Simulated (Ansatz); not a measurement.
Start from CaF$_{2}$ in the fluorite structure (space group Fm-3m, No. 225; a = 5.421 Å). Axes: x, y, z lie along the cube axes.

The values are results of DFT with PBEsol, PAW potentials and a 420 eV plane-wave cutoff in Ansatz (a first-principles code), scalar-relativistic without spin-orbit coupling, not measurements.

Base values:

The shortest interatomic distance is 2.347 Å. The pressure is 0.00 GPa.

Perturbation: strain tensor (xx, yy, zz, yz, xz, xy) = (+2.36, +1.13, −1.02, +0.39, +0.18, −0.64) %; the atoms relax in the strained cell.

Predict the new energy relative to the base, shortest interatomic distance and pressure.

The energy goes up by 5.2 meV/atom; the shortest interatomic distance goes up by 0.004 Å (2.347 Å → 2.351 Å); the pressure (mean of the normal stresses, compression positive) goes from zero to -1.97 GPa.

Whether these cells are dynamically stable was not tested.
